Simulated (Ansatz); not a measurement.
# NbAs, response to strain

The reference is NbAs (space group I4_1md, No. 109; relaxed with 0.1 eV smearing).

```
NbAs
1.0
   -1.73693     1.73693     5.87465
    1.73693    -1.73693     5.87465
    1.73693     1.73693    -5.87465
Nb As
2 2
Direct
  0.99889   0.99889   0.00000
  0.74889   0.24889   0.50000
  0.41711   0.41711   0.00000
  0.16711   0.66711   0.50000
```

Cartesian axes are those of the cell as printed.

Strains are applied to the cell and any free atomic positions relax; under biaxial strain the out-of-plane vector relaxes too.

Calculations: Ansatz (a first-principles code) PBE, no spin-orbit coupling.

Candidates:
(a) biaxial strain −2.10 %, plane normal [001], relaxed out of plane
(b) biaxial strain +1.66 %, plane normal [001], relaxed out of plane
(c) isotropic strain −5.83 %

Notes on the quantities. energy relative to the base: free energy F.

**Question.** Order them by energy relative to the base, lowest first.

**Answer.** (b) biaxial strain +1.66 %, plane normal [001], relaxed out of plane (+8.9 meV/atom), (a) biaxial strain −2.10 %, plane normal [001], relaxed out of plane (+15 meV/atom), (c) isotropic strain −5.83 % (+0.339 eV/atom)

Whether these cells are dynamically stable was not tested. The final runs are not spin-polarised.
